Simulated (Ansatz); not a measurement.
The starting structures come from a database of crystals and need not be the phases stable at ambient conditions.

The decay constant κ of evanescent states in the gap governs leakage through a thin film.

Input:

```
CELL_PARAMETERS angstrom
      8.69145    -0.13008    -0.13591
     -0.49440     8.67835    -0.13591
      2.56755     2.67756     2.79742
ATOMIC_POSITIONS crystal
  Si 0.00000 0.00000 0.50000
  Hg 0.50000 0.00000 0.50000
  Hg 0.00000 0.50000 0.50000
  Hg 0.50000 0.50000 0.00000
  S  0.66667 0.33333 0.22747
  S  0.33333 0.66667 0.77253
  F  0.88929 0.11071 0.28966
  F  0.11071 0.88929 0.71034
  F  0.88929 0.77857 0.62180
  F  0.11071 0.22143 0.37820
  F  0.22143 0.11071 0.95752
  F  0.77857 0.88929 0.04248
```

Space group of this cell: P-3m1. The cell was relaxed by PBE-D3(BJ); by r2SCAN its mean pressure is -1.7 GPa.

Transport runs along the normal of the first two printed cell vectors, the (111) plane of the conventional cell.

No gap correction and no spin-orbit coupling; mid-gap values are interpolated between computed energies.

Compute, with r2SCAN in Ansatz (a quantum-chemistry and plane-wave program), the band gap and the smallest decay constant κ at mid-gap.

Gap 3.42 eV on a 10×10×10 mesh; κ = 0.417 1/Å, at (0.250, 0.000) of the in-plane reciprocal vectors. At the zone centre, at the nearest computed energy, the slowest state has κ = 0.42 1/Å.
